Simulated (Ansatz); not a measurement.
## Band gap of LuI3 (model structure, started from the ReO3 type, Pm-3m, No. 221, 4 atoms in the cell) at several levels of theory

No measured value is used here.

| level (code) | value (eV) |
|---|---|
| LDA (Ansatz) | 2.08 |
| PBEsol+SOC (Ansatz) | 1.90 (indirect) |
| r²SCAN+SOC (Ansatz) | (withheld) |
| HSE06+SOC (Ansatz) | (withheld) |
| PBE0 (Ansatz) | 3.86 |
| r²SCAN0 (Ansatz) | 4.12 |

Fill in the missing entries.


- r²SCAN+SOC (Ansatz, a quantum-chemistry and plane-wave program), value (eV): 2.37 (indirect)
- HSE06+SOC (Ansatz), value (eV): 2.91 (indirect)

Computed values are for a static lattice. Spin–orbit coupling is included only where a level's name says +SOC; with heavier elements it mostly lowers gaps and can invert bands.  Values are at the PBEsol cell. Cutoffs and k meshes differ between the levels. Ansatz's density-functional and Hartree–Fock values are scalar-relativistic unless marked +SOC, with PAW data made under PBE.

A model structure was made by putting elements into a prototype or built by hand; it is no filed structure, need not be a known phase, and can be a saddle point held by its symmetry.
